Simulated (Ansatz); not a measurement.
For β-phase InSe (model structure), r²SCAN in Ansatz (plane waves, PAW) gives:

- equilibrium lattice constant a = 4.043 Å
- lattice parameter c = 17.438 Å

Q: What does HSE06-D3(BJ) in Ansatz (plane waves, PAW) give for the same quantities?

A: 
- lattice constant a: 3.980 Å (falls by 1.6 %)
- lattice parameter c: 16.501 Å (decreases by 5.4 %)

Changes are worked out from the printed values.

Unless a cell is named, each level is at its own relaxed cell (r²SCAN 30.86, HSE06-D3(BJ) 28.29 Å³/atom).

Ansatz's density-functional and Hartree–Fock values are scalar-relativistic unless marked +SOC, with PAW data made under PBE.

A model structure was made by putting elements into a prototype or built by hand; it is no filed structure, need not be a known phase, and can be a saddle point held by its symmetry.

Ansatz is a quantum-chemistry and plane-wave program.
